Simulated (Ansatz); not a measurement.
Consider CdTe in the zinc blende structure (space group F-43m, No. 216; a = 6.558 Å). Axes: x, y, z lie along the cube axes.

The values are results of Ansatz (a quantum-chemistry and plane-wave program), r2SCAN, PAW, cutoff 500 eV, without spin-orbit coupling, earlier PAW set, not measurements.

Base values:

| Quantity | Result |
|---|---|
| Gap character | direct at Γ |

Modification: uniaxial strain ε_xx = −0.70 %, all other strain components held at zero, atoms relaxed at fixed cell.

**Question.** Predict the new gap character and stress.

**Answer.** The gap character stays direct at Γ; the stress (xx, yy, zz, yz, xz, xy; compression positive) amounts to (0.37, 0.26, 0.26, 0.00, 0.00, 0.00) GPa.

With Te present, leaving out spin-orbit coupling can change the band edges. Whether these cells are dynamically stable was not tested. k-point labels follow each cell's own Brillouin zone.
